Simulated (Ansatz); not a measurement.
Rh: pressure series

Base system: Rh in the fcc (Cu type) structure (space group Fm-3m, No. 225; a = 3.830 Å).

Cell and atoms are relaxed at each pressure.

All numbers come from Ansatz (an electronic-structure program), PBE, PAW, cutoff 420 eV, without spin-orbit coupling.

Notes on the quantities. enthalpy: H = E + PV relative to the base's energy.

```tsv
case	volume per atom	enthalpy
base	14.05 Å³	–
pressure −2 GPa	14.16 Å³	-0.18 eV/atom
pressure −1 GPa	___	-0.09 eV/atom
pressure 0.9 GPa	14.00 Å³	+0.08 eV/atom
pressure 2.1 GPa	13.93 Å³	+0.18 eV/atom
pressure 4.5 GPa	13.81 Å³	+0.39 eV/atom
pressure 9 GPa	___	+0.78 eV/atom
pressure 15 GPa	___	+1.28 eV/atom
pressure 22.5 GPa	___	+1.90 eV/atom
pressure 30 GPa	12.81 Å³	+2.50 eV/atom
```

**Question.** What belongs in the blanks?

**Answer.** 
- pressure −1 GPa, volume per atom: 14.10 Å³
- pressure 9 GPa, volume per atom: 13.60 Å³
- pressure 15 GPa, volume per atom: 13.35 Å³
- pressure 22.5 GPa, volume per atom: 13.06 Å³

Load acts through the strain it causes; cell and atoms are relaxed under it. Whether these cells are dynamically stable was not tested. Competing high-pressure phases were not computed. All final runs are without spin polarisation.
